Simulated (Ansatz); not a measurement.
The parent structure is PbO₂ in the rutile structure (space group P4_2/mnm, No. 136; a = 4.998 Å, c = 3.411 Å). Axes: x, y, z lie along a, b, c of the conventional cell.

The values are results of PBEsol, PAW, 420 eV (Ansatz, an electronic-structure program; scalar-relativistic without spin-orbit coupling), not measurements.

Before the change:

The pressure is 0.0 GPa.

It is then changed as follows: a pure shear with ε_xz = ε_zx = 0.0200; the atoms relax in the strained cell.

How does this affect the energy relative to the base?

The energy goes up by 2.8 meV/atom.

How does this affect the pressure?

The pressure (mean of the normal stresses, compression positive) goes from zero to -0.3 GPa.

Whether these cells are dynamically stable was not tested. The final runs are not spin-polarised. Gaps under 0.05 eV, about the width of the smearing, are given as zero.
